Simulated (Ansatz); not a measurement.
## Cubic perovskite CsCdCl3

Calculation: r²SCAN (Ansatz, a program for electronic structure, plane waves, PAW).

Run with plane-wave cutoff 560 eV, 8×8×8 k mesh, Fermi–Dirac smearing 0.01 eV, scalar-relativistic PAW data made under PBE.

Cell: measured lattice: a = 5.210 Å, b = 5.210 Å, c = 5.210 Å, α = 90.00°, β = 90.00°, γ = 90.00°.

| Property | Result |
|---|---|
| band gap | 2.53 eV |
| smallest direct gap on the k points sampled | 3.12 eV |

Note: cell and atoms aren't relaxed at this level (pressure 1.0 GPa).

Spin–orbit coupling is not included.

Computing time: very roughly 30 core-seconds.
